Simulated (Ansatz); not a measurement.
The starting structures come from a database of crystals and need not be the phases stable at ambient conditions.

By PBEsol, the system below comes out a metal.

The ballistic (Sharvin) conductance counts the channels at the Fermi level: G/A = (e²/h) × channels of both spins per area.

Data:

```
IrSn4
1.0
    6.29834     0.00000     0.00000
    0.00000     6.34598     0.00000
    0.00000     3.17299     5.81310
Sn Ir
8 2
Direct
  0.32467   0.69528   0.25522
  0.32467   0.30472   0.74478
  0.67533   0.95050   0.74478
  0.67533   0.04950   0.25522
  0.17533   0.80472   0.74478
  0.17533   0.19528   0.25522
  0.82467   0.54950   0.25522
  0.82467   0.45050   0.74478
  0.50000   0.50000   0.00000
  0.00000   0.00000   0.00000
```

Space group of this cell: Ccce. The cell is taken as given; by PBEsol its mean pressure is -1.7 GPa.

The current flows along the normal of the first two printed cell vectors. No spin-orbit coupling; the value is a mean over 0.1 eV about the Fermi level.

Predict the ballistic conductance per area from PBEsol (Ansatz, a first-principles code).

0.35 × 10¹⁵ S/m² for both spins.
